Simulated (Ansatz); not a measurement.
**Response to strain in KCl**

Start from KCl in the rock salt structure (space group Fm-3m, No. 225; a = 6.243 Å). Axes: x, y, z lie along the cube axes.

Strains are applied to the cell and any free atomic positions relax; under biaxial strain the out-of-plane vector relaxes too.

The values are results of Kohn–Sham DFT with the PBEsol functional, run in Ansatz (a program for electronic structure) with PAW and 420 eV plane waves, without spin-orbit coupling, not measurements.

Candidates:
(a) biaxial strain −1.25 %, plane normal [111], relaxed out of plane
(b) biaxial strain +2.08 %, plane normal [111], relaxed out of plane
(c) biaxial strain −2.08 %, plane normal [111], relaxed out of plane

Task: Order them by out-of-plane strain, highest first.

Result: (c) biaxial strain −2.08 %, plane normal [111], relaxed out of plane (+2.16 %), (a) biaxial strain −1.25 %, plane normal [111], relaxed out of plane (+1.32 %), (b) biaxial strain +2.08 %, plane normal [111], relaxed out of plane (-2.19 %)

Whether these cells are dynamically stable was not tested.
